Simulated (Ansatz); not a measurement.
## C: response to strain

Start from C in the diamond structure (space group Fd-3m, No. 227; a = 3.5538 Å).

Strains are applied to the cell and any free atomic positions relax.

All numbers come from PBEsol/PAW in Ansatz (a program for electronic structure), without spin-orbit coupling.

| isotropic strain (%) | pressure (GPa) |
|---|---|
| -2.5 | 39.3 |
| -2 | 30.5 |
| -1 | 14.3 |
| -0.5 | 7.0 |
| 0 | 0.0 |
| 0.5 | -6.5 |
| 1 | ? |
| 2 | -23.9 |
| 3 | -33.8 |

Q: Fit P = P₀ − Bδ + Cδ² with δ = (1 + ε)³ − 1 to the rows shown and predict the withheld row.

A: Least squares on the printed values gives P₀ = 0.0 GPa, B = 459 GPa, C = 1030 GPa (largest residual 0.3 GPa); this predicts -12.9 GPa, and the run gives -12.7 GPa, 0.2 higher.

Whether these cells are dynamically stable was not tested.
